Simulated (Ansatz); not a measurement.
## BaO in the rock salt structure (space group Fm-3m, No. 225)

```cif
data_Ba4O4
_chemical_formula_sum 'O4 Ba4'
_space_group_name_H-M_alt 'Fm-3m'
_space_group_IT_number 225
_space_group_name_Hall '-F 4 2 3'
_cell_length_a 5.57343
_cell_length_b 5.57343
_cell_length_c 5.57343
_cell_angle_alpha 90.000
_cell_angle_beta 90.000
_cell_angle_gamma 90.000
loop_
_atom_site_label
_atom_site_type_symbol
_atom_site_symmetry_multiplicity
_atom_site_Wyckoff_symbol
_atom_site_fract_x
_atom_site_fract_y
_atom_site_fract_z
_atom_site_occupancy
O1 O 4 a 0.00000 0.00000 0.00000 1
Ba1 Ba 4 b 0.50000 0.50000 0.50000 1
```
(The calculation used a cell of 2 atoms; values per cell refer to that cell.)

Level of theory: Ansatz (a program for electronic structure) PBE, no spin-orbit coupling. k-mesh 10×10×10 (Γ-centred); smearing 0.05 eV (Fermi–Dirac).

| Property | Value |
|---|---|
| Volume per atom | 21.64 Å³ |
| Density | 5.88 g/cm³ |
| Band gap | 2.10 eV, direct at X |
| Electron mass | 1.2 mₑ along k, 0.40 mₑ across |
| Lowest conduction-band minima above the VBM | X along ⟨100⟩ 2.10 eV; Γ 3.52 eV |
| Total energy | -3259.773 eV/atom (σ→0; compares only within this code and set-up) |

Effective masses come from finite differences of ±0.01 Å⁻¹. Along k means along the line from Γ to the band edge. No phonon test of stability was made.
